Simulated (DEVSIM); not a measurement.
System: Al0.15Ga0.85As/GaAs n-p heterojunction, at 300 K.

```
layer (left to right)        material  thickness (μm)  Nd (cm⁻³)  Na (cm⁻³)  τn (s)  τp (s)
---------------------  --------------  --------------  ---------  ---------  ------  ------
1                      Al0.15Ga0.85As            1.60     2.3e17          -  2.1e-8  2.1e-8
2                                GaAs           0.290          -     6.9e16  2.1e-8  2.1e-8
```

Left contact: ohmic. Right contact: ohmic. Voltage is applied to the left contact. Recombination: SRH at mid-gap, radiative. Mobility is μmin + (μ − μmin)/(1 + (N/Nref)^α).

Constants are typed, rounded textbook-type inputs, not results; the design itself was drawn at random and stands for no fabricated device. Values at 300 K; Nc and Nv go as T^1.5, mobilities as T to minus their exponent, the gap by Varshni's rule with the affinity fixed. The table also holds parameters that only a changed run uses.

| parameter | Al0.15Ga0.85As | GaAs |
|---|---|---|
| gap (eV) | 1.611 | 1.424 |
| affinity (eV) | 3.9515 | 4.07 |
| permittivity | 12.47 | 12.9 |
| Nc (cm⁻³) | 5.6e17 | 4.7e17 |
| Nv (cm⁻³) | 9e18 | 9e18 |
| μn (cm²/Vs) | 5695 | 8500 |
| μp (cm²/Vs) | 282 | 400 |
| μn,min | 500 | 500 |
| μp,min | 20 | 20 |
| Nref,n | 6e16 | 6e16 |
| Nref,p | 1.5e17 | 1.5e17 |
| αn | 0.39 | 0.39 |
| αp | 0.38 | 0.38 |
| T exponent of μn | 2.1 | 2.1 |
| T exponent of μp | 2.2 | 2.2 |
| B (cm³/s) | 2e-10 | 2e-10 |
| Cn (cm⁶/s) | 1e-30 | 1e-30 |
| Cp (cm⁶/s) | 1e-30 | 1e-30 |
| Varshni α (eV/K) | 0.000541 | 0.000541 |
| Varshni β (K) | 204 | 204 |

Simulated with DEVSIM: 1D drift-diffusion, Boltzmann statistics, complete ionisation; no tunnelling, impact ionisation, image-force lowering or self-heating. Band offsets follow the typed affinities; no thermionic-emission limit at abrupt steps, no polarisation charge.

Base results: dark forward voltage at 1 A/cm² (V) 0.965; largest field in the device at zero bias (V/cm) 150000; dark forward voltage at 100 A/cm² (V) 1.086; potential step across the device at zero bias (V) 1.394.

Task: What follows from this one change: doping Nd of layer 1 2.3e+17 → 6.9e+16 cm^-3?

Result: dark forward voltage at 1 A/cm² little changed (0.967 V); largest field in the device at zero bias 150000 → 120000 V/cm; dark forward voltage at 100 A/cm² little changed (1.088 V); potential step across the device at zero bias 1.394 → 1.362 V.

Task: What follows from this one change: temperature 300 → 350 K?

Result: dark forward voltage at 1 A/cm² 0.965 → 0.855 V; largest field in the device at zero bias little changed (140000 V/cm); dark forward voltage at 100 A/cm² 1.086 → 0.997 V; potential step across the device at zero bias 1.394 → 1.332 V.

Task: What follows from this one change: doping Na of layer 2 6.9e+16 → 6.9e+15 cm^-3?

Result: dark forward voltage at 1 A/cm² 0.965 → 0.864 V; largest field in the device at zero bias 150000 → 74000 V/cm; dark forward voltage at 100 A/cm² 1.086 → 0.999 V; potential step across the device at zero bias 1.394 → 1.334 V.

Task: What follows from this one change: thickness of layer 2 0.29 → 0.49 μm?

Result: dark forward voltage at 1 A/cm² 0.965 → 0.982 V; largest field in the device at zero bias little changed (150000 V/cm); dark forward voltage at 100 A/cm² 1.086 → 1.102 V; potential step across the device at zero bias little changed (1.394 V).

Task: What follows from this one change: constant mobility in place of the doping-dependent one?

Result: dark forward voltage at 1 A/cm² 0.965 → 0.947 V; largest field in the device at zero bias little changed (150000 V/cm); dark forward voltage at 100 A/cm² 1.086 → 1.069 V; potential step across the device at zero bias little changed (1.394 V).
